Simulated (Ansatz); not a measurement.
Take Ca in the fcc (Cu type) structure (space group Fm-3m, No. 225; relaxed with 0.1 eV smearing) as the base.

```
Ca
1.0
    0.00000     2.76325     2.76325
    2.76325     0.00000     2.76325
    2.76325     2.76325     0.00000
Ca
1
Direct
  0.00000   0.00000   0.00000
```

Calculations: PBE/PAW in Ansatz (an electronic-structure program), no spin-orbit coupling.

Base values:

```
Property    Value
--------  -------
Pressure  0.0 GPa
```

It is then changed as follows: the cell is scaled by 1.0150 in all directions, atoms relaxed at fixed cell.

Task: How does this affect the energy relative to the base?

Result: The energy goes up by 4.4 meV/atom.

Task: What does the calculation give for the pressure after the change?

Result: The pressure goes from zero to -0.7 GPa.

The cells carry an imposed strain or load. Stability against distortions was not tested.
